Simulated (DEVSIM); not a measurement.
Structure: abrupt Si p-n junction, at 300 K.

Layer 1 from the left is Si, thickness (μm) 3.40, Na (cm⁻³) 3e17, τn (s) 9.7e-5, τp (s) 9.7e-5. Layer 2 from the left is Si, thickness (μm) 24.0, Nd (cm⁻³) 1.9e14, τn (s) 9.7e-5, τp (s) 9.7e-5.

Left contact: ohmic. Right contact: ohmic. Voltage is applied to the left contact. Recombination: SRH at mid-gap, Auger. Mobility is μmin + (μ − μmin)/(1 + (N/Nref)^α).

The device is made up for the run: typed textbook-type constants, with dimensions and the other settings drawn at random. Values at 300 K.

Si: gap (eV) 1.124, affinity (eV) 4.05, permittivity 11.7, Nc (cm⁻³) 2.86e19, Nv (cm⁻³) 3.1e19, μn (cm²/Vs) 1417, μp (cm²/Vs) 470, μn,min 52, μp,min 45, Nref,n 9.7e16, Nref,p 2.2e17, αn 0.68, αp 0.72, Cn (cm⁶/s) 2.8e-31, Cp (cm⁶/s) 9.9e-32.

Model (solved in DEVSIM): 1D drift-diffusion, Boltzmann statistics, complete ionisation; no tunnelling, impact ionisation, image-force lowering or self-heating.

Dark forward current:

| |V| (V) | |J| (A/cm²) |
|---|---|
| 0.05 | 3.582e-9 |
| 0.10 | 2.658e-8 |
| 0.15 | 1.807e-7 |
| 0.20 | 1.230e-6 |
| 0.25 | 8.416e-6 |
| 0.30 | 5.772e-5 |
| 0.35 | 0.0003958 |
| 0.40 | 0.002694 |
| 0.45 | 0.01764 |
| 0.50 | 0.09952 |
| 0.55 | 0.4316 |
| 0.60 | 1.493 |
| 0.65 | 4.511 |
| 0.70 | 12.53 |
| 0.75 | 31.78 |
| 0.80 | 70.14 |
| 0.85 | 130.6 |
| 0.90 | 207.2 |
| 0.95 | 288.5 |
| 1.00 | 364.1 |
| 1.05 | 429.6 |
| 1.10 | 486.0 |
| 1.15 | 535.4 |
| 1.20 | 579.7 |
| 1.25 | 620.1 |
| 1.30 | 657.3 |

**Question.** Work out the local ideality factor n = ΔV / (kT/q · ln(J2/J1)) between the rows 0.15 and 0.20 V, 0.25 and 0.30 V, 1.25 and 1.30 V.

**Answer.** kT/q = 25.85 mV. From 0.15 to 0.20 V: ln(1.230e-6/1.807e-7) = 1.918, n = 1.01, near the 1 of diffusion or emission over a barrier. From 0.25 to 0.30 V: ln(5.772e-5/8.416e-6) = 1.925, n = 1.00, near the 1 of diffusion or emission over a barrier. From 1.25 to 1.30 V: ln(657.3/620.1) = 0.058, n = 33.20.

**Question.** Estimate the current at 0.30 V from the Shockley equation with J0 = Σ q ni² D/(N L) coth(W/L), τ joining the SRH, radiative and Auger lifetimes that are on, and W taken as the whole layer.

**Answer.** ni² = 1.16e20 cm⁻⁶; electrons in the p layer: μ = 485 cm²/Vs, D = 12.5 cm²/s, τ = 5.20e-5 s, L = 255 μm, W/L = 0.013, term 2.28e-12 A/cm²; holes in the n layer: μ = 467 cm²/Vs, D = 12.1 cm²/s, τ = 9.70e-5 s, L = 342 μm, W/L = 0.070, term 4.93e-10 A/cm². J0 = 4.95e-10 A/cm², and J = J0 exp(qV/kT) = 5.43e-5 A/cm². The simulation gives 5.77e-5 A/cm²; the estimate lies 6.0 % below. The estimate leaves out recombination in the depletion region and that region's share of W.
